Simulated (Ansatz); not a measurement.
**Thermal expansion of HfN (rock salt, Fm-3m)**

Method: the quasi-harmonic free energy, PBEsol in Ansatz (a first-principles code); phonon mesh 4×4×4, k mesh 12×12×12. Spin-orbit coupling is not included. The pressure is 30 GPa. The structure is held there; whether it is the stable one at that pressure was not tested.

```
T (K)  α_L (10⁻⁶/K)  C_P (J/mol/K)  bulk modulus B_T (GPa)     γ
-----  ------------  -------------  ----------------------  ----
100             1.6           17.0                     401  1.48
200             2.9           29.1                     400  1.51
300             3.8           37.4                     397  1.54
400             4.3           42.3                     395  1.55
500             4.7           45.3                     392  1.55
600             4.9           47.2                     389  1.56
700             5.1           48.5                     387  1.56
800             5.2           49.5                     384  1.57
900             5.3           50.2                     381  1.57
1000            5.4           50.9                     378  1.57
```

- conventional lattice constants at 300 K = a = 4.380 Å
- entropy at 300 K = 39.2 J/(mol K)
- adiabatic bulk modulus at 300 K = 399 GPa
- bulk modulus without vibrations = 406 GPa
- zero-point volume expansion = 0.43 %

The crystal is held in this phase throughout; melting and phase transitions are not modelled.

The PAW data sets were generated under PBE and serve the other functionals too.
